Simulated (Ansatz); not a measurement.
Hypothetical I4/mmm Ge, response to strain

The parent structure is Ge (space group I4/mmm, No. 139; a = 6.949 Å, c = 4.011 Å; a hypothetical phase, not in the database extracts checked; relaxed with 0.1 eV smearing). Axes: x, y, z lie along a, b, c of the conventional cell.

Strains are applied to the cell and any free atomic positions relax; under biaxial strain the out-of-plane vector relaxes too; under stress the whole cell relaxes.

Levels (all Ansatz, a quantum-chemistry and plane-wave program, PAW): PBEsol (420 eV, without spin-orbit coupling); r2SCAN (500 eV, without spin-orbit coupling).

Pressures by level, all at the geometries relaxed with PBEsol:

```json
[
 {"case": "base", "PBEsol": "0.0 GPa", "r2SCAN": "0.0 GPa"},
 {"case": "biaxial strain −4.77 %, plane normal [001], relaxed out of plane", "PBEsol": "3.5 GPa", "r2SCAN": "3.6 GPa"},
 {"case": "biaxial strain −0.75 %, plane normal [001], relaxed out of plane", "PBEsol": "0.6 GPa", "r2SCAN": "0.6 GPa"},
 {"case": "isotropic strain −0.74 %", "PBEsol": "1.4 GPa", "r2SCAN": "1.5 GPa"},
 {"case": "uniaxial stress, 8 GPa compression along x", "PBEsol": "2.7 GPa", "r2SCAN": "2.9 GPa"}
]
```

A biaxial case was relaxed in a doubled cell and then solved in the primitive one. Single points use the geometry relaxed with PBEsol. Their cutoffs differ, which shifts pressures a little. Beyond what the load breaks, stability against distortions was not tested.
